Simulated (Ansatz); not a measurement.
# fluorite-type NiSi2 (0 0 1) on Si0.75Ge0.25, ordered (0 0 1), Al on 1 of 2 substrate sites at each interface (film strained to the substrate, faces as cut)

A periodic stack without vacuum, fluorite-type NiSi2 (0 0 1) on Si0.75Ge0.25, ordered (0 0 1), Al on 1 of 2 substrate sites at each interface (film strained to the substrate, faces as cut): substrate slab Ge4Si16Al2, film Ni8Si16, surface cells [[0, -1], [1, 0]] and [[0, -1], [2, 1]], film strained by +1.6 and +1.6 %, faces GeSi/GeSi and Si/Ni as cut (like faces can put a slab off its formula).

The start was prepared with a machine-learned potential, and the result is one local minimum, with the in-plane cell held and forces under 0.04 eV/Å; the film can end far from its bulk form.

The numbers are results of PBE (plane waves to 420 eV, PAW; Ansatz, a quantum-chemistry and plane-wave program), not measurements. No spin–orbit coupling; the runs are not spin-polarised; PBE gaps are too small against experiment. Its k-point mesh 5×5×1, Fermi–Dirac width 0.05 eV.

The interface area is 30.6 Å² and the period is 26.43 Å. The gaps between the outermost planes at the two interfaces comes out as 0.79 and 1.38 Å. The Al–Si contacts across the interfaces within 1.22 times the sum of covalent radii is 5, mean 2.69 Å, the Si–Si contacts across the interfaces within 1.22 times the sum of covalent radii comes out as 3, mean 2.45 Å and the Al–Ni contacts across the interfaces within 1.22 times the sum of covalent radii comes out as 2, mean 2.47 Å. The Ni–Si contacts across the interfaces within 1.22 times the sum of covalent radii is 2, mean 2.36 Å and the estimate of the barrier is withheld, since the two interfaces are unlike.

```yaml
crystal:
  lattice:
    - [5.53234, -0.00001, 0.05178]
    - [0.00009, 5.53279, -0.00661]
    - [2.09279, -2.33386, 26.45471]
  atoms:
    - { symbol: Ge, position: [0.92447, 0.08105, 0.12394] }
    - { symbol: Si, position: [0.42065, 0.57988, 0.12517] }
    - { symbol: Al, position: [0.46733, 0.03534, 0.02194] }
    - { symbol: Si, position: [0.96158, 0.53840, 0.01955] }
    - { symbol: Si, position: [0.19064, 0.32389, 0.07145] }
    - { symbol: Si, position: [0.69584, 0.79546, 0.07296] }
    - { symbol: Ge, position: [0.83670, 0.16696, 0.33501] }
    - { symbol: Si, position: [0.33169, 0.67118, 0.33395] }
    - { symbol: Si, position: [0.64891, 0.35642, 0.17703] }
    - { symbol: Si, position: [0.15109, 0.84901, 0.17748] }
    - { symbol: Ge, position: [0.37962, 0.12501, 0.23002] }
    - { symbol: Si, position: [0.87721, 0.62409, 0.22915] }
    - { symbol: Si, position: [0.10479, 0.40280, 0.28185] }
    - { symbol: Si, position: [0.60755, 0.89081, 0.28214] }
    - { symbol: Al, position: [0.77614, 0.22812, 0.55533] }
    - { symbol: Si, position: [0.24034, 0.76207, 0.53533] }
    - { symbol: Si, position: [0.56015, 0.44851, 0.38504] }
    - { symbol: Si, position: [0.06469, 0.93461, 0.38834] }
    - { symbol: Ge, position: [0.29548, 0.22218, 0.43983] }
    - { symbol: Si, position: [0.78254, 0.70842, 0.43891] }
    - { symbol: Si, position: [0.00090, 0.48058, 0.49159] }
    - { symbol: Si, position: [0.53175, 0.99232, 0.49171] }
    - { symbol: Ni, position: [0.79370, 0.20504, 0.77222] }
    - { symbol: Ni, position: [0.30530, 0.69809, 0.77381] }
    - { symbol: Ni, position: [0.31774, 0.14928, 0.67363] }
    - { symbol: Ni, position: [0.85255, 0.68289, 0.67376] }
    - { symbol: Ni, position: [0.72379, 0.28679, 0.96724] }
    - { symbol: Ni, position: [0.21838, 0.77227, 0.96739] }
    - { symbol: Ni, position: [0.25557, 0.24018, 0.87145] }
    - { symbol: Ni, position: [0.76257, 0.74392, 0.87095] }
    - { symbol: Si, position: [0.06727, 0.43779, 0.72182] }
    - { symbol: Si, position: [0.56345, 0.93325, 0.72167] }
    - { symbol: Si, position: [0.57062, 0.43077, 0.71782] }
    - { symbol: Si, position: [0.07215, 0.92922, 0.72544] }
    - { symbol: Si, position: [0.46570, 0.53447, 0.58537] }
    - { symbol: Si, position: [0.04760, 0.95379, 0.61399] }
    - { symbol: Si, position: [0.09747, 0.39938, 0.62523] }
    - { symbol: Si, position: [0.60214, 0.90280, 0.62538] }
    - { symbol: Si, position: [0.98662, 0.51409, 0.92229] }
    - { symbol: Si, position: [0.48707, 0.01340, 0.92335] }
    - { symbol: Si, position: [0.49012, 0.51270, 0.92275] }
    - { symbol: Si, position: [0.98785, 0.01202, 0.92496] }
    - { symbol: Si, position: [0.52852, 0.47190, 0.82248] }
    - { symbol: Si, position: [0.02815, 0.97328, 0.82216] }
    - { symbol: Si, position: [0.02988, 0.47032, 0.82146] }
    - { symbol: Si, position: [0.53016, 0.97217, 0.82237] }
```
